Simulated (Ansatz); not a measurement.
**Ge: pressure series**

Take Ge (space group Ia-3, No. 206; a cell from a computed database, its experimental status unchecked) as the base.

Space group Ia-3 (No. 206); a = 6.937 Å, b = 6.937 Å, c = 6.937 Å, α = 90.00°, β = 90.00°, γ = 90.00°

| atom | site | symmetry | x | y | z |
|---|---|---|---|---|---|
| Ge | 16c | .3. | 0.1479 | 0.1479 | 0.1479 |
(The calculation used a cell of 8 atoms; values per cell refer to that cell.)

Cell and atoms are relaxed at each pressure.

Calculations: Ansatz (a first-principles code) PBEsol, spin-orbit coupling left out.

Notes on the quantities. enthalpy: H = E + PV relative to the base's energy.

```
change            shortest interatomic distance       enthalpy
----------------  -----------------------------  -------------
base                                    2.454 Å              –
pressure 0.3 GPa                     (withheld)  +0.04 eV/atom
pressure 0.7 GPa                     (withheld)  +0.09 eV/atom
pressure 1.5 GPa                        2.445 Å  +0.19 eV/atom
pressure 3 GPa                          2.438 Å  +0.38 eV/atom
pressure 5 GPa                          2.434 Å  +0.63 eV/atom
```

Question: What belongs in the blanks?

Answer: 
- pressure 0.3 GPa, shortest interatomic distance: 2.451 Å
- pressure 0.7 GPa, shortest interatomic distance: 2.449 Å

Load acts through the strain it causes; cell and atoms are relaxed under it. No phonon test of stability was made. No other phases were tried under pressure. This is not the structure that Ge has at room temperature and ambient pressure.
